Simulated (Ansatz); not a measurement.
Consider the following.

End structure of F on the 1x1 (110) surface of bcc Ta, one in a 2x2 cell, started at the site 'hollow Ta-Ta-Ta':

```xyz
17
Lattice="5.7487 0.0000 0.0000 -1.9162 5.4200 0.0000 0.0000 0.0000 26.5000" Properties=species:S:1:pos:R:3 pbc="T T T"
Ta     0.9581     1.3550     9.8356
Ta     0.0000     4.0650     9.8356
Ta     3.8325     1.3550     9.8356
Ta     2.8744     4.0650     9.8356
Ta     0.0000     0.0000    12.0695
Ta    -0.9581     2.7100    12.0695
Ta     2.8744     0.0000    12.0695
Ta     1.9162     2.7100    12.0695
Ta     0.9542     1.3577    14.4626
Ta    -0.0151     4.0645    14.4178
Ta     3.8278     1.3694    14.4178
Ta     2.8669     4.0703    14.4252
Ta    -0.0264    -0.0226    16.7367
Ta    -1.0282     2.7595    16.6811
Ta     2.8943    -0.0141    16.5777
Ta     1.9288     2.7424    16.7367
F      0.4259     1.7313    18.0909
```

Model: 17-atom slab, 6.8 Å thick at the start under the adsorbate (thin: gaps and levels are the slab's own), 5x5x1 mesh, Fermi-Dirac 0.1 eV, dipole correction, 8 atoms held, the rest relaxed; start symmetry kept, larger cells not searched; no spin, no spin-orbit, no U, no dispersion correction. At the end it is bonded to 3 Ta. In PBE it is, or lies within 0.03 eV of, the lowest of the starts that converged.

A negative adsorption energy means that the adsorbate is more stable on the surface than in its reference.

### Question
Give the change of the work function at the level PBE in Ansatz (a quantum-chemistry and plane-wave program).

### Answer
-0.27 eV

### Question
What is the computed work function of the top face (PBE)?

### Answer
4.50 eV

### Question
Predict the change of the step from the bottom to the top vacuum level, against the clean slab from PBE.

### Answer
-0.26 eV

### Question
Estimate the adsorption energy against ½ F2(g) that PBE returns for this input.

### Answer
-4.52 eV
